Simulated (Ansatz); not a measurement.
TaAs, pressure series

Start from TaAs (space group I4_1md, No. 109).

```
TaAs
1.0
   -1.71440     1.71440     5.79076
    1.71440    -1.71440     5.79076
    1.71440     1.71440    -5.79076
Ta As
2 2
Cartesian
  0.00000   0.00000  11.56982
  0.00000   1.71440   2.88367
  0.00000   0.00000   4.82963
  1.71440   0.00000   1.93425
```

Cell and atoms are relaxed at each pressure.

Computed with Ansatz (a quantum-chemistry and plane-wave program), PBEsol, PAW, cutoff 420 eV, no spin-orbit coupling.

```csv
variant,shortest interatomic distance,c/a ratio
base,2.593 Å,3.378
pressure 1.8 GPa,2.586 Å,3.372
pressure 4.2 GPa,…,3.364
pressure 9 GPa,…,…
```

Task: Fill in the withheld entries from the trend.

Result: 
- pressure 4.2 GPa, shortest interatomic distance: 2.575 Å
- pressure 9 GPa, shortest interatomic distance: 2.557 Å
- pressure 9 GPa, c/a ratio: 3.350

Load acts through the strain it causes; cell and atoms are relaxed under it. No phonon test of stability was made. Competing high-pressure phases were not computed. All final runs are without spin polarisation.
